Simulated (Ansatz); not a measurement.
System: ZrMo (model structure, Cmcm, No. 63, 4 atoms in the cell). Method: PBEsol (plane waves, PAW; Ansatz, a program for electronic structure).

The input as run:

Ansatz 0.2 input:
```yaml
crystal:
  lattice:
    - [1.6026449446, -5.9775661835, 0.0]
    - [1.6026449446, 5.9775661835, 0.0]
    - [0.0, 0.0, 4.0514903075]
  atoms:
    - { symbol: Zr, position: [0.669481429, 0.330518571, 0.25] }
    - { symbol: Mo, position: [0.9404817988, 0.0595182012, 0.25] }
    - { symbol: Zr, position: [0.330518571, 0.669481429, 0.75] }
    - { symbol: Mo, position: [0.0595182012, 0.9404817988, 0.75] }
basis:
  ecutwfc: 520
  ecutrho_ratio: 4
  xc_grid: 2
kpoints:
  mp_grid: { grid: [18, 18, 14] }
hamiltonian:
  xc: pbesol
  dispersion: none
  pseudopotentials: { kind: paw }
scf:
  occupations: { method: fermi_dirac, width: 0.05 }
output:
  forces: true
  stress: true
  eigenvalues: true
relax:
  f_tol: 0.004
  escape_saddle: false
  max_steps: 80
  cell: { stress_tol: 0.02, fix: [volume] }
```

Excerpt of the program's output:

```
Relaxation: its limit of steps is 80 (relax.max_steps)
Crystal: 4 atoms, lattice volume = 77.626 Å³
Basis set: ecut = 520 eV, 2093 PW (Γ), exchange–correlation on 96×96×64 points (8 copies of the dense FFT grid, shifted against one another)
Bands: 32, of which v1, the nominal top of the filled ones, is band 26 counted from 1 (25 counted from 0)
Symmetry: 8 space group operations
Space group: Cmcm (ITA 63), of the structure as read, at distance tolerance 4.3e-5 Å
k-points: 728 of 4536
Functional: x = pbesol(κ = 0.804, μ = 0.12345679012345678), c = pbesol(β = 0.046)
SCF iter   1: F=—  HF=-18051.277872 eV  |F-HF|=—  |Δ(HF+E_count)|=         —  Δρ=6.58e-3  dr2=4.01e-2
SCF iter   2: F=—  HF=-18051.274228 eV  |F-HF|=—  |Δ(HF+E_count)|=   3.64e-3  Δρ=3.87e-3  dr2=1.36e-2
  ...
SCF 1 converged in 6 iterations: F = -18051.271336 eV  dr2 = 3.56e-8
Crystal: 4 atoms, lattice volume = 77.626 Å³
Initial density: handed on by an earlier stage of this run
SCF 2 converged in 6 iterations: F = -18051.269989 eV  dr2 = 1.48e-8
Crystal: 4 atoms, lattice volume = 77.626 Å³
SCF 3 converged in 8 iterations: F = -18051.272858 eV  dr2 = 4.60e-12
Crystal: 4 atoms, lattice volume = 77.626 Å³
SCF 4 converged in 6 iterations: F = -18051.272875 eV  dr2 = 3.29e-11
Crystal: 4 atoms, lattice volume = 77.626 Å³
SCF iter   7: F=-18051.272875 eV  HF=-18051.272875 eV  |F-HF|=7.28e-12  |Δ(HF+E_count)|=  1.09e-11  Δρ=8.58e-10  dr2=1.57e-15
SCF iter   8: F=-18051.272875 eV  HF=-18051.272875 eV  |F-HF|=7.28e-12  |Δ(HF+E_count)|=  3.64e-12  Δρ=3.86e-10  dr2=2.72e-16
SCF 5 converged in 8 iterations: F = -18051.272875 eV  dr2 = 2.72e-16
SCF converged after 8 iterations
Free energy (F): -18051.272875 eV
Internal energy: -18051.237332 eV  (E = F + TS)
E sigma→0 (E₀):  -18051.255104 eV
Fermi energy:    16.526712 eV
--- Stress (GPa, compression-positive) ---
       -2.630354      -0.000000       0.000000
       -0.000000      -2.630877      -0.000000
        0.000000      -0.000000      -2.646710
  P = ⅓ Tr σ = -2.6360 GPa (-26.360 kbar)
```

The cell is one volume of an energy–volume scan, off the minimum.

The PAW data were made under PBE.

Note: the run has no spin polarisation, so it can have missed a magnetic state. Note: the relaxation could raise the start's symmetry but not lower it, so the cell can be a saddle point.

The result took around 11 core-minutes (rough).

A model structure was made by putting elements into a prototype or built by hand; it is no filed structure, need not be a known phase, and can be a saddle point held by its symmetry.
